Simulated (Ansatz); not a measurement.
Ansatz (a quantum-chemistry and plane-wave program) run on LuSi2Os2 (I4/mmm, 5 atoms in the cell): self-consistent single point

Method of the run: LDA (PW92), default PAW files made with PBE (plane waves; Ansatz).

The input file:

Ansatz 0.2 input:
```yaml
# Lu(SiOs)2
crystal:
  lattice:
    - [-2.084294, 2.084294, 4.728824]
    - [2.084294, -2.084294, 4.728824]
    - [2.084294, 2.084294, -4.728824]
  atoms:
    - { symbol: Lu, position: [0.000000, 0.000000, 0.000000] }
    - { symbol: Si, position: [0.628150, 0.628150, 0.000000] }
    - { symbol: Si, position: [0.371850, 0.371850, 0.000000] }
    - { symbol: Os, position: [0.750000, 0.250000, 0.500000] }
    - { symbol: Os, position: [0.250000, 0.750000, 0.500000] }
basis:
  ecutwfc: 420.0
kpoints:
  mp_grid: { grid: [9, 9, 9] }
hamiltonian:
  xc: lda
  pseudopotentials: { kind: paw }
scf:
  occupations: { method: gaussian, width: 0.1 }
output:
  forces: true
  eigenvalues: true
  stress: true
```

Output, abridged:

```
WARN ansatz: RAYON_NUM_THREADS=1 ignored (pool sized by the plan → 1); use --threads N
Pseudopotentials: kind: paw
Pseudopotential: Lu, paw, valence charge 25
Pseudopotential: Si, paw, valence charge 4
Pseudopotential: Os, paw, valence charge 16
Crystal: 5 atoms, lattice volume = 82.173 Å³
Basis set: ecut = 420 eV, 1619 PW (Γ)
Bands: 39, of which v1, the nominal top of the filled ones, is band 33 counted from 1 (32 counted from 0)
Symmetry: 16 space group operations
Space group: I4/mmm (ITA 139), of the structure as read, at distance tolerance 4.3e-5 Å
k-points: 75 of 729
PAW frozen core: Lu, regenerated for the run's functional, and the local potential with it
PAW frozen core: Si, regenerated for the run's functional, and the local potential with it
PAW frozen core: Os, regenerated for the run's functional, and the local potential with it
Initial density: superposition of atomic densities (neutral atoms: chi_scale 0, normalization atom), corrected by the library's trained network
Initial wavefunctions: pseudopotential atomic-orbital guess
Eigensolver: davidson
Functional: x = slater, c = lda
SCF iter   1: F=—  HF=-37950.660401 eV  |F-HF|=—  |Δ(HF+E_count)|=         —  Δρ=6.56e-3  dr2=4.11e-2  ethr=1.77e-3  ⟨swp⟩=7.3  Hψ=13898  notcnv=0
all-band conjugate gradients solve this SCF's bands
preconditioner: auto → Kerker (q_TF=auto, 2.624 Å⁻¹)
SCF iter   2: F=—  HF=-37950.650139 eV  |F-HF|=—  |Δ(HF+E_count)|=   1.03e-2  Δρ=3.48e-3  dr2=1.18e-2  ethr=6.32e-5  ⟨swp⟩=2.4  Hψ=5873  notcnv=0  defer=2
SCF iter   3: F=—  HF=-37950.649580 eV  |F-HF|=—  |Δ(HF+E_count)|=   5.58e-4  Δρ=1.36e-3  dr2=1.49e-3  ethr=1.81e-5  ⟨swp⟩=2.8  Hψ=5776  notcnv=0  defer=3
SCF iter   4: F=—  HF=-37950.648015 eV  |F-HF|=—  |Δ(HF+E_count)|=   1.56e-3  Δρ=6.81e-4  dr2=3.93e-4  ethr=2.29e-6  ⟨swp⟩=3.0  Hψ=6010  notcnv=0  defer=2
SCF iter   5: F=—  HF=-37950.647897 eV  |F-HF|=—  |Δ(HF+E_count)|=   1.18e-4  Δρ=1.81e-4  dr2=4.86e-5  ethr=6.04e-7  ⟨swp⟩=2.1  Hψ=5611  notcnv=0  defer=5
SCF iter   6: F=—  HF=-37950.647881 eV  |F-HF|=—  |Δ(HF+E_count)|=   1.60e-5  Δρ=9.32e-5  dr2=4.78e-6  ethr=7.48e-8  ⟨swp⟩=2.0  Hψ=4517  notcnv=0  defer=5
SCF iter   7: F=—  HF=-37950.647880 eV  |F-HF|=—  |Δ(HF+E_count)|=   9.06e-7  Δρ=1.44e-5  dr2=1.73e-7  ethr=7.35e-9  ⟨swp⟩=2.3  Hψ=5230  notcnv=0  defer=5
SCF iter   8: F=-37950.647880 eV  HF=-37950.647880 eV  |F-HF|=1.93e-8  |Δ(HF+E_count)|=   3.45e-8  Δρ=4.31e-6  dr2=2.40e-8  ethr=1.54e-10  ⟨swp⟩=12.1  Hψ=19605  notcnv=0
SCF 1 converged in 8 iterations: F = -37950.647880 eV  dr2 = 2.40e-8
SCF converged after 8 iterations
Free energy (F): -37950.647880 eV
Harris-Foulkes:  -37950.647880 eV  (|F-HF|=1.93e-8)
Internal energy: -37950.635083 eV  (E = F + TS)
E sigma→0 (E₀):  -37950.641482 eV
Entropy (-TS):   -0.012797 eV (-2.559 meV/atom)
Fermi energy:    16.602118 eV
--- Per-component energies (eV) ---
  E_band       = -241.729490
  E_kinetic    = 1637.436257
  E_local      = -9446.280743  (includes V_loc(G=0)·N_el)
  E_nonlocal   = 650.277724
  E_hartree    = 3967.714409
  E_xc         = -860.789859
  E_vxc        = -925.923935  (∫ρ·V_xc dr)
  E_paw        = -25604.350380  (= ΣΔE_a)
  E_vpaw       = -92.668970  (= ΣTr[D̂ρ^β])
  E_aug_tail   = -0.000118  (compensation charges beyond the density's cutoff)
  E_ewald      = -8297.855138
  E_core_change = 3.212764  (= ΣΔE_core)
  E_smearing   = -0.012797  (= −TS)
  E_closure    = -0.000000  (closes the sum)
  Σ components = -37950.647880   (vs F -37950.647880, Δ=0.00e0)
--- Forces (eV/Å), atoms counted from 1 ---
  atom   1  Lu    -0.00000000     0.00000000     0.00000000
  atom   2  Si     0.00000000     0.00000000     0.09584952
  atom   3  Si     0.00000000     0.00000000    -0.09584952
  atom   4  Os     0.00000000    -0.00000000     0.00000000
  atom   5  Os     0.00000000    -0.00000000     0.00000000
  max |Σ_I F_I| component: 5.20e-18 eV/Å
--- Stress (GPa, compression-positive) ---
       -8.740698       0.000000       0.000000
        0.000000      -8.740698       0.000000
       -0.000000      -0.000000      -6.175208
  P = ⅓ Tr σ = -7.8855 GPa (-78.855 kbar)
  The stress holds the Pulay correction. Without it, at fixed plane waves, as pw.x and ABINIT print it: P = -7.9371 GPa
--- Band table (eV; the first three rows and the last of 75) ---
  k-point 0: bands = ["-68.8033", "-68.7820", "-39.3849", "-28.4213", "-28.4213", "-28.1911", "-28.1911", "-28.1499", "-28.0969", "-10.0998", "-10.0998", "-9.9872", "5.2495", "8.7529", "10.3514", "11.6768", "11.6768", "11.7669", "11.7808", [...]
  k-point 1: bands = ["-68.8020", "-68.7832", "-39.3848", "-28.4250", "-28.3921", "-28.2222", "-28.1884", "-28.1466", "-28.0999", "-10.1050", "-10.1036", "-9.9868", "5.4900", "8.8666", "10.5360", "11.5803", "11.7083", "11.7665", "11.7808", [...]
  k-point 2: bands = ["-68.7988", "-68.7863", "-39.3844", "-28.4345", "-28.3177", "-28.3004", "-28.1816", "-28.1383", "-28.1075", "-10.1174", "-10.1132", "-9.9859", "6.1336", "9.1446", "10.5437", "11.5784", "11.7441", "11.7575", "11.7742", [...]
  k-point 74: bands = ["-68.8026", "-68.7826", "-39.3850", "-28.4151", "-28.4146", "-28.1987", "-28.1981", "-28.1477", "-28.0979", "-10.1030", "-10.0974", "-9.9992", "6.6892", "7.0106", "10.5731", "11.7238", "11.7308", "11.7336", "11.7746", [...]
```

The run converged in 8 iterations.

The starting cell comes from a database of computed structures (which also holds hypothetical and non-ambient phases and stackings), without a prior relaxation at this level. Its lattice was rescaled by up to half a per cent. Spin-orbit coupling is off. Spin polarisation is off. With a pressure of about -8 GPa the cell is away from its equilibrium volume at this level. Ansatz's pressure includes its estimate of the finite-basis (Pulay) stress.
